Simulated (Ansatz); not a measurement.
**Element substitutions in C**

Consider C in the diamond structure (space group Fd-3m, No. 227; a = 3.560 Å).

Each row replaces one element on all its sites; cell and atoms are relaxed.

Computed with Kohn–Sham DFT with the r2SCAN functional, run in Ansatz (a quantum-chemistry and plane-wave program) with PAW and 500 eV plane waves, without spin-orbit coupling.

**Question.** Only one of these keeps a band gap. Which?
A) C → Se
B) C → Si
C) C → B
D) C → Ru

**Answer.** B, C → Si. Computed: C → Se: zero; C → Ru: zero; C → Si: 0.78 eV; C → B: zero

Stability against distortions was not tested. As relaxed here, Se, Ru and B are hypothetical phases, not in the database extracts checked. The final runs are not spin-polarised.
